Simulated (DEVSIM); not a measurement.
Structure: abrupt Si p-n junction, at 350 K.

Layer 1 from the left is Si, thickness (μm) 4.70, Na (cm⁻³) 1e16, τn (s) 3.9e-5, τp (s) 3.9e-5. Layer 2 from the left is Si, thickness (μm) 2.30, Nd (cm⁻³) 1.5e15, τn (s) 3.9e-5, τp (s) 3.9e-5.

Left contact: ohmic. Right contact: ohmic. Voltage is applied to the left contact. Recombination: SRH at mid-gap. Mobility is μmin + (μ − μmin)/(1 + (N/Nref)^α).

This is a model device: material constants are rounded textbook-type values typed into the input, and sizes, dopings and lifetimes were drawn at random. Values at 300 K; Nc and Nv go as T^1.5, mobilities as T to minus their exponent, the gap by Varshni's rule with the affinity fixed.

Si: gap (eV) 1.124, affinity (eV) 4.05, permittivity 11.7, Nc (cm⁻³) 2.86e19, Nv (cm⁻³) 3.1e19, μn (cm²/Vs) 1417, μp (cm²/Vs) 470, μn,min 52, μp,min 45, Nref,n 9.7e16, Nref,p 2.2e17, αn 0.68, αp 0.72, T exponent of μn 2.3, T exponent of μp 2.2, Varshni α (eV/K) 0.000473, Varshni β (K) 636.

**Question.** Estimate by hand the built-in potential, the peak field at zero bias, the capacitance at -1.5 V, and compare with a numerical solution.

**Answer.** 
- Built-in potential: ni = √(Nc Nv) exp(−Eg/2kT) = 3.78e11 cm⁻³ with Eg = 1.111 eV; Vbi = kT/q ln(Na Nd/ni²) = 0.557 V; numerical 0.557 V.
- Peak field at zero bias: depletion approximation: W = √(2εVbi/(qN)) = 0.743 μm with N = 1.30e15 cm⁻³; field = 2Vbi/W = 15000 V/cm; numerical 14300 V/cm (estimate above by 4.8 %).
- Capacitance at -1.5 V: C = √(qεN / 2(Vbi + |V|)) = 7.25 nF/cm²; numerical 7.36 nF/cm² (estimate below by 1.4 %).

Simulated with DEVSIM: 1D drift-diffusion, Boltzmann statistics, complete ionisation; no tunnelling, impact ionisation, image-force lowering or self-heating.
